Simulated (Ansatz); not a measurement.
We consider TiAl3 (I4/mmm, No. 139), described by BLYP in Ansatz (PAW).

Run with plane-wave cutoff 520 eV, 20×20×20 k mesh, Fermi–Dirac smearing 0.05 eV, no spin polarisation, scalar-relativistic PAW data made under PBE.

Equation-of-state points:

```
V (Å³/atom)  E − E_lowest (meV/atom)
-----------  -----------------------
15.780                          8.13
16.109                          1.96
16.437                          0.00
16.766                          1.83
17.095                          7.06
```

Question: What bulk modulus B0 and pressure derivative B′ does a third-order Birch–Murnaghan fit give?

Answer: V0 = 16.437 Å³/atom, B0 = 92.2 GPa, B′ = 4.4 (fit to the energies at full precision).

Shape and atoms are relaxed at each volume.

Measured, for comparison: equilibrium volume per atom 15.93 Å³/atom (temperature not stated, not corrected to a static lattice; as tabulated in P. Norby and A. Norlund Christensen, Acta Chemica Scandinavica A40, 157 (1986)). Computed (rounded) less measured: equilibrium volume per atom +3.2 %.

Note: the bulk modulus comes from volumes at which shape and atoms were relaxed.

Static lattice: no zero-point or thermal effects.

Ansatz is a first-principles code.
